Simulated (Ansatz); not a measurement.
## BaZrO3, response to strain

Base system: BaZrO3 in the cubic perovskite structure (space group Pm-3m, No. 221; a = 4.181 Å). Axes: x, y, z lie along the cube axes.

Strains are applied to the cell and any free atomic positions relax.

Computed with Ansatz (a first-principles code), PBEsol, PAW, cutoff 420 eV, no spin-orbit coupling.

Notes on the quantities. band gap: an upper bound: an edge found on the path is not a true extremum; the base alone; energy relative to the base: free energy F; pressure: mean of the normal stresses, compression positive.

| variant | volume per atom | band gap | energy relative to the base | pressure |
|---|---|---|---|---|
| base | 14.61 Å³ | 3.17 eV | 0 meV/atom | -0.01 GPa |
| uniaxial strain ε_zz = +0.60 % | 14.70 Å³ | 3.15 eV | +0.5 meV/atom | -0.96 GPa |
| uniaxial strain ε_zz = +1.20 % | 14.79 Å³ | 3.12 eV | +2.0 meV/atom | -1.86 GPa |
| uniaxial strain ε_zz = +1.80 % | 14.88 Å³ | 3.09 eV | +4.5 meV/atom | -2.72 GPa |
| uniaxial strain ε_zz = +3.00 % | 15.05 Å³ | 3.04 eV | +12 meV/atom | -4.30 GPa |

Stability against distortions was not tested.
